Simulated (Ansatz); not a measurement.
Y2SiO5 (P2₁/c, No. 14, 32 atoms in the cell; start mp-554420), treated with LDA in Ansatz (PAW).

Settings: plane-wave cutoff 520 eV, 4×6×6 k mesh (along the axes of the cell as run), Fermi–Dirac smearing 0.01 eV, scalar-relativistic PAW data made under PBE.

Cell (relaxed with PBEsol):

```cif
data_O20Si4Y8
_chemical_formula_sum 'Y8 Si4 O20'
_space_group_name_H-M_alt 'P 1'
_space_group_IT_number 1
_cell_length_a 9.02180
_cell_length_b 6.83427
_cell_length_c 6.66479
_cell_angle_alpha 90.000
_cell_angle_beta 105.922
_cell_angle_gamma 90.000
loop_
_space_group_symop_operation_xyz
  'x, y, z'
loop_
_atom_site_label
_atom_site_type_symbol
_atom_site_fract_x
_atom_site_fract_y
_atom_site_fract_z
_atom_site_occupancy
Y1 Y 0.87464 0.36046 0.05855 1
Y2 Y 0.12536 0.63954 0.94145 1
Y3 Y 0.12536 0.86046 0.44145 1
Y4 Y 0.87464 0.13954 0.55855 1
Y5 Y 0.47237 0.87485 0.26763 1
Y6 Y 0.52763 0.12515 0.73237 1
Y7 Y 0.52763 0.37485 0.23237 1
Y8 Y 0.47237 0.62515 0.76763 1
Si1 Si 0.79944 0.58915 0.52641 1
Si2 Si 0.20056 0.41085 0.47359 1
Si3 Si 0.20056 0.08915 0.97359 1
Si4 Si 0.79944 0.91085 0.02641 1
O1 O 0.61352 0.11856 0.43929 1
O2 O 0.38648 0.88144 0.56071 1
O3 O 0.38648 0.61856 0.06071 1
O4 O 0.61352 0.38144 0.93929 1
O5 O 0.61369 0.86486 0.99081 1
O6 O 0.38631 0.13514 0.00919 1
O7 O 0.38631 0.36486 0.50919 1
O8 O 0.61369 0.63514 0.49081 1
O9 O 0.79143 0.42704 0.33784 1
O10 O 0.20857 0.57296 0.66216 1
O11 O 0.20857 0.92704 0.16216 1
O12 O 0.79143 0.07296 0.83784 1
O13 O 0.10453 0.28469 0.98168 1
O14 O 0.89547 0.71531 0.01832 1
O15 O 0.89547 0.78469 0.51832 1
O16 O 0.10453 0.21531 0.48168 1
O17 O 0.12402 0.94930 0.77348 1
O18 O 0.87598 0.05070 0.22652 1
O19 O 0.87598 0.44930 0.72652 1
O20 O 0.12402 0.55070 0.27348 1
```

Predict the band gap and smallest direct gap on the k points sampled.


band gap: 4.71 eV
smallest direct gap on the k points sampled: 4.86 eV

Note: cell and atoms aren't relaxed at this level (largest force component 0.18 eV/Å, pressure -4.9 GPa).

Spin–orbit coupling is not included.

The result took roughly 8 core-minutes.

A start named mp-… is a Materials Project structure, which need not be a measured phase.

Ansatz is a program for electronic structure.
